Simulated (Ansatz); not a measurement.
Symmetric slabs, relaxed from ideal cuts in 1x1 cells, of elemental solids: surface energy (J/m²) by functional, in Ansatz (plane waves, PAW). All structures are PBE's; the other columns are single points with references at the same level. No spin-orbit coupling, Hubbard U or dispersion. The rows are a random draw from the class, without slabs that broke up, higher cuts of a face and adsorbates that left their site.

```json
[
 {"system": "hcp Mg (11-22), ideal cut with outer spacing 1.36 Å", "PBE (J/m²)": "0.72", "r2SCAN (J/m²)": "0.82"},
 {"system": "hcp Mg (21-32), ideal cut with outer spacing 0.65 Å", "PBE (J/m²)": "0.73", "r2SCAN (J/m²)": "0.82"},
 {"system": "hcp Lu (11-22), ideal cut with outer spacing 1.48 Å", "PBE (J/m²)": "1.21", "r2SCAN (J/m²)": "1.33"},
 {"system": "fcc Au (210), ideal cut with outer spacing 0.93 Å", "PBE (J/m²)": "0.92", "r2SCAN (J/m²)": "?"},
 {"system": "hcp Cd (11-22), ideal cut with outer spacing 1.34 Å", "PBE (J/m²)": "0.46", "r2SCAN (J/m²)": "0.64"},
 {"system": "bcc Nb (211), ideal cut with outer spacing 1.35 Å", "PBE (J/m²)": "2.36", "r2SCAN (J/m²)": "2.51"},
 {"system": "bcc K (111), ideal cut with outer spacing 1.52 Å", "PBE (J/m²)": "0.13", "r2SCAN (J/m²)": "0.14"},
 {"system": "hcp Lu (10-12), ideal cut with outer spacing 0.68 Å", "PBE (J/m²)": "1.14", "r2SCAN (J/m²)": "1.24"}
]
```

### Question
Fit a straight line y = a·x + b by least squares to the 7 complete rows (x: PBE (J/m²); y: r2SCAN (J/m²)).

### Answer
the means are x̄ = 0.9643 and ȳ = 1.0714; Σ(x − x̄)² = 3.1042 and Σ(x − x̄)(y − ȳ) = 3.2160, so a = 1.036 and b = ȳ − a·x̄ = 0.072. The largest residual is 0.091.

### Question
What does the line predict for the withheld row, fcc Au (210), ideal cut with outer spacing 0.93 Å, and what did the calculation give?

### Answer
the line gives 1.03; the calculation gave 1.11, a miss of 0.08, of the size of the fitted rows' scatter and rounding.

Ansatz is an electronic-structure program.
